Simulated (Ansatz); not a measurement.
Consider GaAs (space group P4_2/mnm, No. 136; a = 7.0247 Å, c = 4.0616 Å; a hypothetical phase, not in the database extracts checked).

(Cell as relaxed with PBE.)

Levels (all Ansatz, a first-principles code, PAW): PBE (420 eV, scalar-relativistic without spin-orbit coupling); PBEsol (420 eV, no spin-orbit coupling).

Each level relaxes its own structure.

| base | PBE | PBEsol |
|---|---|---|
| volume per atom | 25.05 Å³ | 23.94 Å³ |
| lattice parameter a | 7.025 Å | 6.917 Å |

Now apply this change: cell and atoms relaxed at a pressure of 0.3 GPa.

| quantity | PBE | PBEsol |
|---|---|---|
| volume per atom | 24.92 Å³ | ___ |
| c/a ratio | 0.578 | ___ |

Question: What does PBEsol give?

Answer: 
- volume per atom, PBEsol: 23.83 Å³
- c/a ratio, PBEsol: 0.579

PBE's volume per atom lies 1.09 Å³ above PBEsol's (4.6 %). Neither level is exact; PBEsol is the comparison here, not a measurement.

Load acts through the strain it causes; cell and atoms are relaxed under it. Whether these cells are dynamically stable was not tested.
